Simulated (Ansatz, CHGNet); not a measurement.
## L1₂ (Cu3Au-type) Cu3Au, lattice parameter a

Reference value: 3.75 Å (measured, temperature not stated, no zero-point or thermal correction; as tabulated in Nepal et al. (2019), arXiv:1905.09348).

```json
[
 {"level (code)": "CHGNet 0.3.0", "value (Å)": "3.772"},
 {"level (code)": "LDA (Ansatz)", "value (Å)": "3.671"},
 {"level (code)": "PBE (Ansatz)", "value (Å)": "?"},
 {"level (code)": "HSE06 (Ansatz)", "value (Å)": "3.773"},
 {"level (code)": "Hartree–Fock (Ansatz)", "value (Å)": "4.049"}
]
```

Task: Some entries are withheld; supply them.

Result: 
- PBE (Ansatz, an electronic-structure program), value (Å): 3.780

Differences against the reference: CHGNet 0.3.0 +0.59 %, LDA -2.11 %, PBE +0.80 %, HSE06 +0.61 %, Hartree–Fock +7.97 %.

The reference's temperature isn't stated, so close values are not ranked against it. Off by more than 1.25 %, or 1.75 % on the side where a correction would as a rule narrow the miss (bounds picked here): Hartree–Fock (+7.97 %), LDA (-2.11 %).

The reference isn't brought to a static lattice, while the calculations are for one, so the differences are not the levels' errors alone. A static lattice is as a rule a little smaller than the measured one.  Density-functional levels without +SOC have no spin–orbit coupling. HSE06: exact exchange on metals is sensitive to the k mesh and can open a false gap. HSE06: the run warned that the count of filled bands differs between k points. Hartree–Fock: the cell is over a tenth larger than the published one: the level's own overestimate first of all, though another phase or state, or a fault of the published cell, is possible. Hartree–Fock: the run has no spin polarisation, so it can have missed a magnetic state. Cutoffs and k meshes differ between the levels. Ansatz's density-functional and Hartree–Fock values are scalar-relativistic unless marked +SOC, with PAW data made under PBE.

Machine-learned potentials (CHGNet 0.3.0) are trained on DFT data: a solid inside that data is no test of them.

Differences are worked out from the printed values.
